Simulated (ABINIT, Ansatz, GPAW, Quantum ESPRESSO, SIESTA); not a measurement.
One structure in several programs: CaNi2 (Fd-3m, 6 atoms in the cell)

Self-consistent single point.

```yaml
crystal:
  lattice:
    - [0.00000, 3.49996, 3.49996]
    - [3.49996, 0.00000, 3.49996]
    - [3.49996, 3.49996, 0.00000]
  atoms:
    - { symbol: Ca, position: [0.00000, 0.00000, 0.00000] }
    - { symbol: Ca, position: [0.25000, 0.25000, 0.25000] }
    - { symbol: Ni, position: [0.62500, 0.62500, 0.62500] }
    - { symbol: Ni, position: [0.12500, 0.62500, 0.62500] }
    - { symbol: Ni, position: [0.62500, 0.62500, 0.12500] }
    - { symbol: Ni, position: [0.62500, 0.12500, 0.62500] }
```

All programs got the same cell, k-point mesh and kind of occupations (in Ansatz's words: kpoints.mp_grid.grid = 6 6 6; scf.occupations.method = fermi_dirac; scf.occupations.width = 0.1 eV); potentials, basis and cutoffs are each program's usual ones.

```
code                                                                                                                                      model  pressure (GPa)  k-points       cutoff
----------------  -----------------------------------------------------------------------------------------------------------------------------  --------------  --------  -----------
GPAW                                                                                      PBEsol, GPAW PAW datasets PBEsol (made by gpaw-setup)            4.45        16       850 eV
SIESTA            GGA PBEsol, numerical atomic orbitals DZP, PseudoDojo PBEsol standard norm-conserving potentials (rewritten from UPF to PSML)           15.64       132  grid 300 Ry
ABINIT                                                           PBEsol, norm-conserving pseudopotentials (PseudoDojo nc-sr-04 PBEsol standard)            3.19        16        98 Ry
Ansatz                                                                                                          PBEsol, PAW files made with PBE            3.21        16       420 eV
Quantum ESPRESSO                                                                             PBEsol, PSlibrary ultrasoft (PBE) pseudopotentials            2.54        16        50 Ry
```

The spread over the programs that give each value: pressure within 13.10 GPa.

The starting cell comes from a database of computed structures (which also holds hypothetical and non-ambient phases and stackings), without a prior relaxation at this level. Its lattice was rescaled by a random factor within 2.5 % of one. On Ansatz's run: Spin polarisation is off. In the base run, with a pressure of about 3 GPa the cell is away from its equilibrium volume at this level.

Problem. Why do the programs differ, and what cannot be compared?

Solution. Differences of this kind can come from the potentials, where these differ, and from what each basis and cutoff leave unconverged. The valence holds different numbers of electrons (GPAW 84, SIESTA 92, ABINIT 92, Ansatz (a first-principles code) 92, Quantum ESPRESSO 60). The zero of total energies and Fermi levels follows the potentials and each program's conventions, so they are not compared here. SIESTA uses small atom-centred bases, whose incompleteness enters pressures, forces and empty levels differently from a plane-wave cutoff. Ansatz's pressure is given at a fixed set of plane waves, as the other plane-wave codes print theirs; with its correction for the finite basis it is 3.25 GPa. The programs reduce the same mesh by symmetry to different extents, which changes the work and not the result. In the pressure, GPAW (by 1.25) and SIESTA (by 12.44) lie more than 1 GPa from the median of the plane-wave programs.

Left out of this page: CP2K (unsound by tests on forces, stress, charge or solver warnings); Elk and FLEUR (not drawn, or without a comparable value).

Keys are those of Ansatz 0.2.
